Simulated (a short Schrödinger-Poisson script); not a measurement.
From a short Schrödinger-Poisson script (our own, NumPy): 1D Poisson equation in equilibrium, electrons quantum, Hartree plus LDA exchange-correlation (BenDaniel-Duke, 40 states a valley, the channel's in-plane mass for all, wave functions free to enter the barrier), parabolic valleys, classical holes, full ionisation, no traps, pinning or gate leakage.

Structure: gated In0.52Al0.48As/In0.53Ga0.47As δ-doped gas in a quantum well, at 20 K.

From the gate side: 30 nm In0.52Al0.48As; 5 nm In0.52Al0.48As; 10 nm In0.53Ga0.47As; 4000 nm In0.52Al0.48As, acceptors 3e15 cm⁻³.

Constants are typed, rounded textbook-type inputs, not results; the design itself was drawn at random and stands for no fabricated device. In0.52Al0.48As: permittivity 12.5, conduction-band edge (eV) 0.52, gap (eV) 1.45, electron mass (mₑ) 0.075, Nv at 300 K (cm⁻³) 1.1e19. In0.53Ga0.47As: permittivity 13.9, conduction-band edge (eV) 0, gap (eV) 0.74, Nv at 300 K (cm⁻³) 7.7e18.

Channel valleys (confinement mass, in-plane density-of-states mass, number): Γ 0.041, 0.041, 1. At the gate the conduction-band edge of layer 1 lies 0.65 eV − eVg above the Fermi level of the channel; the field vanishes at the back. Sheet of ionised δ-doping: +1.6e12 e/cm² at 30 nm from the gate. The barrier under the gate holds no holes. Gaps are held at their typed values at every temperature. Mesh 0.08 nm at interfaces.

Q: Give the sheet density of all electrons at Vg = 0.4 V (cm⁻²); the sheet density of all electrons at Vg = -0.1 V (cm⁻²); the lowest subband against the Fermi level at Vg = 0.4 V (meV).

A: sheet density of all electrons at Vg = 0.4 V (cm⁻²): 1.35e12; sheet density of all electrons at Vg = -0.1 V (cm⁻²): 5.12e11; lowest subband against the Fermi level at Vg = 0.4 V (meV): -78.6.
